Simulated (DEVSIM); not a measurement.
# GaP p-i-n diode

Device: GaP p-i-n diode, at 300 K.

```csv
layer (left to right),material,thickness (μm),Nd (cm⁻³),Na (cm⁻³),τn (s),τp (s)
1,GaP,0.280,-,3.2e17,8.9e-7,8.9e-7
2,GaP,46.0,9.8e13,-,8.9e-7,8.9e-7
3,GaP,0.440,3.9e17,-,8.9e-7,8.9e-7
```

Left contact: ohmic. Right contact: ohmic. Voltage is applied to the left contact. Recombination: SRH at mid-gap, Auger. Mobility is constant in doping.

Constants are typed, rounded textbook-type inputs, not results; the design itself was drawn at random and stands for no fabricated device. Values at 300 K.

```csv
parameter,GaP
gap (eV),2.26
affinity (eV),3.8
permittivity,11.1
Nc (cm⁻³),1.8e19
Nv (cm⁻³),1.9e19
μn (cm²/Vs),250
μp (cm²/Vs),150
Cn (cm⁶/s),1e-30
Cp (cm⁶/s),1e-30
```

DEVSIM, 1D drift-diffusion, Boltzmann statistics, complete ionisation; no tunnelling, impact ionisation, image-force lowering or self-heating.

```yaml
potential_step_across_the_device_at_zero_bias: 2.055 V
Dark forward voltage at 1 A/cm²: 1.830 V
Dark forward voltage at 100 A/cm²: 2.252 V
```

Small-signal capacitance in reverse bias (quasi-static):

```json
[
 {"V (V)": "-0.1", "C (nF/cm²)": "2.07"},
 {"V (V)": "-0.25", "C (nF/cm²)": "1.99"},
 {"V (V)": "-0.5", "C (nF/cm²)": "1.87"},
 {"V (V)": "-0.75", "C (nF/cm²)": "1.77"},
 {"V (V)": "-1", "C (nF/cm²)": "1.69"},
 {"V (V)": "-1.5", "C (nF/cm²)": "1.55"},
 {"V (V)": "-2", "C (nF/cm²)": "1.44"},
 {"V (V)": "-2.5", "C (nF/cm²)": "1.35"},
 {"V (V)": "-3.25", "C (nF/cm²)": "1.25"},
 {"V (V)": "-4", "C (nF/cm²)": "1.16"},
 {"V (V)": "-5", "C (nF/cm²)": "1.07"}
]
```

Dark forward current:

(V (V), J (A/cm²)): (0.50, 5.4e-14); (0.80, 2.1e-11); (0.90, 1.6e-10); (1.05, 3.2e-9); (1.20, 7.2e-8); (1.35, 2.3e-6); (1.45, 4.5e-5); (1.60, 0.0071); (1.75, 0.20); (1.90, 3.5); (2.00, 14); (2.15, 53); (2.30, 130); (2.45, 240); (2.55, 340); (2.70, 520); (2.85, 740); (3.00, 1000); (3.10, 1200); (3.25, 1500)
